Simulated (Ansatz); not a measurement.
## CoSn (P6/mmm, No. 191, 6 atoms in the cell; start mp-20536)

Computed with PBE in Ansatz (PAW).

Run with plane-wave cutoff 520 eV, 12×12×14 k mesh (along the axes of the cell as run), Fermi–Dirac smearing 0.05 eV, no spin polarisation, scalar-relativistic PAW data made under PBE.

Cell (relaxed at this level):

```
CELL_PARAMETERS angstrom
      5.29389     0.00000     0.00000
     -2.64695     4.58465     0.00000
      0.00000     0.00000     4.23367
ATOMIC_POSITIONS crystal
  Co 0.00000 0.50000 0.00000
  Co 0.50000 0.00000 0.00000
  Co 0.50000 0.50000 0.00000
  Sn 0.66667 0.33333 0.50000
  Sn 0.33333 0.66667 0.50000
  Sn 0.00000 0.00000 0.00000
```

```
Property          Result
---------------  -------
bulk modulus B0  128 GPa
```

Note: the bulk modulus is −V dP/dV from two relaxed cells at ±2 % in volume; the relaxation could not lower the start's symmetry, so the cell can be a saddle point above a distorted one.

Spin–orbit coupling is not included.

The computed numbers hold no vibrational or temperature effects.

A start named mp-… is a Materials Project structure, which need not be a measured phase.

Ansatz is a quantum-chemistry and plane-wave program.
